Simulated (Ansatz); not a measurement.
The starting structures come from a database of crystals and need not be the phases stable at ambient conditions.

The decay constant κ of evanescent states in the gap governs leakage through a thin film.

Data:

```xyz
20
Lattice="6.4203 0.0000 0.0000 -3.2102 5.5602 0.0000 0.0000 0.0000 13.1218" Properties=species:S:1:pos:R:3 pbc="T T T"
Sc     0.0000     0.0000     3.2804
Sc     0.0000     0.0000     9.8413
Ag     0.0000     3.7068     9.8413
Ag     3.2102     1.8534     3.2804
P      3.2102     1.8534     8.7221
P      0.0000     3.7068     4.3997
P      3.2102     1.8534    10.9606
P      0.0000     3.7068     2.1612
Se    -1.1694     5.4632     1.5122
Se     4.3795     0.0970    11.6096
Se    -0.9364     1.8159     1.5122
Se     4.1465     3.7443    11.6096
Se     2.1058     3.8413     1.5122
Se     1.1044     1.7189    11.6096
Se     1.1694     5.4632     5.0487
Se     2.0408     0.0970     8.0731
Se     0.9364     1.8159     5.0487
Se     2.2738     3.7443     8.0731
Se    -2.1058     3.8413     5.0487
Se     5.3159     1.7189     8.0731
```

Space group of this cell: P-31c. The cell was relaxed by PBE-D3(BJ); by r2SCAN its mean pressure is 1.2 GPa.

Transport runs along the normal of the first two printed cell vectors, the (001) plane of the conventional cell.

No gap correction and no spin-orbit coupling; mid-gap values are interpolated between computed energies.

Q: Predict the band gap and the smallest decay constant κ at mid-gap from r2SCAN (Ansatz, a quantum-chemistry and plane-wave program).

A: Gap 1.68 eV on a 6×6×4 mesh; κ = 0.272 1/Å, at the zone centre.
